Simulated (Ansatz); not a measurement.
Base system: HfO₂ in the fluorite structure (space group Fm-3m, No. 225; a = 5.0585 Å).

Computed with Ansatz (a program for electronic structure), r2SCAN, PAW, cutoff 500 eV, spin-orbit coupling left out.

Before the change:

- Band gap = 4.30 eV
- Lattice parameter a = 5.058 Å
- Electron mass = 1.1 mₑ along k, 0.76 mₑ across (at X)

Now apply this change: cell and atoms relaxed at a pressure of 3 GPa.

Problem. What happens to the band gap?

Solution. The band gap goes up by 0.03 eV, from 4.30 eV to 4.33 eV.

Problem. What happens to the lattice parameter a?

Solution. The lattice parameter a falls by 0.018 Å to 5.040 Å.

Problem. What does the calculation give for the electron mass after the change?

Solution. The electron mass changes from 1.1 mₑ along k, 0.76 mₑ across (at X) to 1.2 mₑ along k, 0.75 mₑ across (at X).

Spin-orbit coupling, missing from the scalar runs, can matter with Hf. Load acts through the strain it causes; cell and atoms are relaxed under it. Effective masses come from finite differences of ±0.01 Å⁻¹. Along k means along the line from Γ to the band edge. Stability against distortions was not tested. This is not the structure that HfO2 has at room temperature and ambient pressure.
